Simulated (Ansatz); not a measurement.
Troubleshooting Ansatz (a program for electronic structure): a failed run on Nb12Sn3Sb (Pmmm, 16 atoms in the cell). The aim is a self-consistent single point with DFT, LDA (PW92), plane waves, default PAW files made with PBE.

Cell that was meant: a = 5.3129 Å, b = 5.3225 Å, c = 10.6449 Å, α = 90.00°, β = 90.00°, γ = 90.00°.

Part of the input:

Ansatz 0.2 input:
```yaml
  xc: lda
  pseudopotentials: { kind: paw }
scf:
  self_checks: low
output:
  forces: true
  eigenvalues: true
```

Output (repeated stretches shortened):

```
Error: YAML parse error: `scf.occupations.method` is required: fixed only where the cell keeps a band gap throughout the run, explicit beside scf.occupations.values (under evaluate: without them), else a smearing such as fermi_dirac (scf.occupations.width is optional; its entry in the input reference gives the default)
```

Q: From the messages shown, name the fault and mend the input.

A: The fault is no occupation method given. This program has no default for the filling of the bands. To fix it, state the occupation method. The program stopped before any SCF iteration.

An input that runs soundly differs in these lines (not the only fix; some lines may just follow from the change or write a value another way):
```diff
+  occupations: { method: fermi_dirac, width: 0.1 eV }
```

With that input, the run converged in 6 iterations: free energy E − TS (on the zero of these files) -77289.2505 eV; Fermi level (on the code's own zero) 16.69 eV; pressure -9.50 GPa; largest force (vector length) 0.141 eV/Å (DFT, LDA (PW92), plane waves, default PAW files made with PBE).

On the sound input: the starting cell comes from a database of computed structures (which also holds hypothetical and non-ambient phases and stackings), without a prior relaxation at this level. Spin-orbit coupling is off. Spin polarisation is off. With a pressure of about -10 GPa the cell is away from its equilibrium volume at this level. Ansatz's pressure includes its estimate of the finite-basis (Pulay) stress.
